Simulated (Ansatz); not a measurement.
Al (P6₃/mmc, No. 194, 4 atoms in the cell; start mp-1183144; another form than the element's usual one) was calculated with PBEsol (Ansatz, an electronic-structure program, plane waves, PAW).

Run with plane-wave cutoff 520 eV, 24×24×6 k mesh (along the axes of the cell as run), Fermi–Dirac smearing 0.05 eV, scalar-relativistic PAW data made under PBE.

Cell (relaxed at this level):

```
Al
1.0
    2.83356     0.00000     0.00000
   -1.41678     2.45394     0.00000
    0.00000     0.00000     9.33836
Al
4
Direct
  0.00000   0.00000   0.00000
  0.00000   0.00000   0.50000
  0.33333   0.66667   0.25000
  0.66667   0.33333   0.75000
```

**Question.** Predict the bulk modulus.

**Answer.** 
* **bulk modulus**: 81.8 GPa

The run finds no gap.

Note: the bulk modulus is −V dP/dV from two relaxed cells at ±2 % in volume; the relaxation could not lower the start's symmetry, so the cell can be a saddle point above a distorted one.

Computed values are for the static lattice.

Computing time: roughly 50 core-seconds.

A start named mp-… is a Materials Project structure, which need not be a measured phase.
